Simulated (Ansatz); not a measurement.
Phonon-limited resistivity of CaSi2 (P-3m1) against temperature in μΩ·cm, PBEsol, DFPT electron-phonon coupling, linearised Boltzmann equation (Ansatz, a quantum-chemistry and plane-wave program), harmonic crystal at a fixed cell. x, y and z are the axes of this cell:
```
CaSi2
1.0
    3.87534     0.00000     0.00000
   -1.93767     3.35614     0.00000
    0.00000     0.00000     4.79717
Ca Si
1 2
Direct
  0.00000   0.00000   0.00000
  0.66667   0.33333   0.58559
  0.33333   0.66667   0.41441
```

```json
[
 {"T": "100 K", "ρ (x, y)": "3.2", "ρ (z)": "5.7"},
 {"T": "150 K", "ρ (x, y)": "…", "ρ (z)": "12.6"},
 {"T": "200 K", "ρ (x, y)": "…", "ρ (z)": "19.9"},
 {"T": "250 K", "ρ (x, y)": "14.0", "ρ (z)": "27"},
 {"T": "273 K", "ρ (x, y)": "15.7", "ρ (z)": "30"},
 {"T": "300 K", "ρ (x, y)": "17.6", "ρ (z)": "34"},
 {"T": "350 K", "ρ (x, y)": "21", "ρ (z)": "41"},
 {"T": "400 K", "ρ (x, y)": "25", "ρ (z)": "48"},
 {"T": "500 K", "ρ (x, y)": "31", "ρ (z)": "61"},
 {"T": "600 K", "ρ (x, y)": "38", "ρ (z)": "74"}
]
```

Q: Complete the blanks.

A: 
- 150 K, ρ (x, y): 6.7
- 200 K, ρ (x, y): 10.4

A metal at this level (no band gap). Only scattering by harmonic phonons is included (no impurities, grain boundaries, electron-electron scattering or thermal expansion). Spin-orbit coupling is left out. The run warned that the eigensolver left some states short of its tolerance. Halving the electron mesh (24x24x20) moves the resistivity by up to 15 %. Smearing 0.20 eV; phonons on a 4x4x3 q mesh, which this run doesn't test and which matters most at low temperature.

Formula and space group known from diffraction (Crystallography Open Database), not checked to be the room-temperature form: CaSi2 (P-3m1).
